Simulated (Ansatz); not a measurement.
The parent structure is Pt in the fcc (Cu type) structure (space group Fm-3m, No. 225; a = 3.940 Å). Axes: x, y, z lie along the cube axes.

Method: r2SCAN, PAW, 500 eV (Ansatz, an electronic-structure program; scalar-relativistic without spin-orbit coupling).

Strains are applied to the cell and any free atomic positions relax; under biaxial strain the out-of-plane vector relaxes too.

One change was made to it. Results:

The energy goes up by 17 meV/atom; the pressure goes from zero to -9.0 GPa.

### Question
Which of these changes matches the shifts?
(A) strain tensor (xx, yy, zz, yz, xz, xy) = (+2.25, −0.84, +1.92, +1.08, +0.16, +0.94) %
(B) biaxial strain +2.39 %, plane normal [110], relaxed out of plane
(C) isotropic strain +1.23 %
(D) isotropic strain −5.98 %

### Answer
C, isotropic strain +1.23 %. For comparison, the pressure in the other runs: isotropic strain −5.98 % gives 82.3 GPa; biaxial strain +2.39 %, plane normal [110], relaxed out of plane gives -5.2 GPa; strain tensor (xx, yy, zz, yz, xz, xy) = (+2.25, −0.84, +1.92, +1.08, +0.16, +0.94) % gives -7.8 GPa.

A biaxial case was relaxed in a doubled cell and then solved in the primitive one. Without a gap, meshes like the base's 20×20×20 leave anisotropic stresses uncertain by several tenths of a GPa, and small strain energies with them. Whether these cells are dynamically stable was not tested. The final runs are not spin-polarised. Pt lies near a magnetic instability that expansion can trigger; it was not tested.
